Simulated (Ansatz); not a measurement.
Consider the following.

Host crystal: wurtzite GaN, with a band gap (PBE, scalar-relativistic without spin-orbit coupling).

End structure of CH3 on the 1x1 (10-10) surface of wurtzite GaN (cut with top plane Ga + N), one in a 2x1 cell, started at the site 'top N':

```yaml
crystal:
  lattice:
    - [6.43695, 0.00000, 0.00000]
    - [0.00000, 5.24310, 0.00000]
    - [0.00000, 0.00000, 28.50000]
  atoms:
    - { symbol: Ga, position: [0.25000, 0.02811, 0.34683] }
    - { symbol: Ga, position: [0.75000, 0.02811, 0.34683] }
    - { symbol: N, position: [0.25000, 0.37330, 0.33765] }
    - { symbol: N, position: [0.75000, 0.37330, 0.33765] }
    - { symbol: Ga, position: [0.00000, 0.49269, 0.36591] }
    - { symbol: Ga, position: [0.50000, 0.49269, 0.36591] }
    - { symbol: N, position: [0.00000, 0.86834, 0.36879] }
    - { symbol: N, position: [0.50000, 0.86834, 0.36879] }
    - { symbol: Ga, position: [0.00000, 0.00004, 0.43656] }
    - { symbol: Ga, position: [0.50000, 0.00004, 0.43656] }
    - { symbol: N, position: [0.00000, 0.37432, 0.43473] }
    - { symbol: N, position: [0.50000, 0.37432, 0.43473] }
    - { symbol: Ga, position: [0.25000, 0.49484, 0.46645] }
    - { symbol: Ga, position: [0.75000, 0.49484, 0.46645] }
    - { symbol: N, position: [0.25000, 0.87236, 0.46737] }
    - { symbol: N, position: [0.75000, 0.87236, 0.46737] }
    - { symbol: Ga, position: [0.25000, 0.99645, 0.53303] }
    - { symbol: Ga, position: [0.75003, 0.99592, 0.53346] }
    - { symbol: N, position: [0.25001, 0.37264, 0.53233] }
    - { symbol: N, position: [0.75002, 0.37309, 0.53257] }
    - { symbol: Ga, position: [0.00188, 0.49763, 0.56400] }
    - { symbol: Ga, position: [0.49815, 0.49763, 0.56399] }
    - { symbol: N, position: [0.00215, 0.87360, 0.56576] }
    - { symbol: N, position: [0.49788, 0.87360, 0.56575] }
    - { symbol: Ga, position: [0.99478, 0.99592, 0.63236] }
    - { symbol: Ga, position: [0.50524, 0.99592, 0.63233] }
    - { symbol: N, position: [0.00101, 0.37078, 0.63041] }
    - { symbol: N, position: [0.49903, 0.37078, 0.63041] }
    - { symbol: Ga, position: [0.25003, 0.49506, 0.66461] }
    - { symbol: Ga, position: [0.75002, 0.52581, 0.65249] }
    - { symbol: N, position: [0.25004, 0.87664, 0.66473] }
    - { symbol: N, position: [0.74998, 0.87268, 0.66284] }
    - { symbol: C, position: [0.25024, 0.94401, 0.71575] }
    - { symbol: H, position: [0.38975, 0.86966, 0.73337] }
    - { symbol: H, position: [0.24955, 0.15409, 0.72091] }
    - { symbol: H, position: [0.11165, 0.86809, 0.73352] }
```

Set-up: 36 atoms, 9.3 Å thick at the start under the adsorbate (thin: gaps and levels are the slab's own); mesh 3x4x1; 0.01 eV smearing; dipole correction on; single point; no symmetry held, on the structure that PBE left; spin-polarised, ending with about 0.9 μB a cell, a value that depends on the mesh; orders that need a larger cell were not tried, no spin-orbit, no U, no dispersion correction. The slab shows no gap over 0.04 eV on its mesh. The program's check for a lower electronic state was not made. At the end it is bonded to N. In PBE it is, or lies within 0.03 eV of, the lowest of the starts that converged; the order may differ at this level.

A negative adsorption energy means that the adsorbate is more stable on the surface than in its reference.

Question: Estimate the adsorption energy against CH4(g) − ½ H2(g) at the same level that r2SCAN, at the PBE geometry and the start's symmetry in Ansatz (a program for electronic structure) returns for this input.

Answer: 0.79 eV

Question: Predict the change of the step from the bottom to the top vacuum level, against the clean slab from r2SCAN, at the PBE geometry and the start's symmetry.

Answer: -0.57 eV
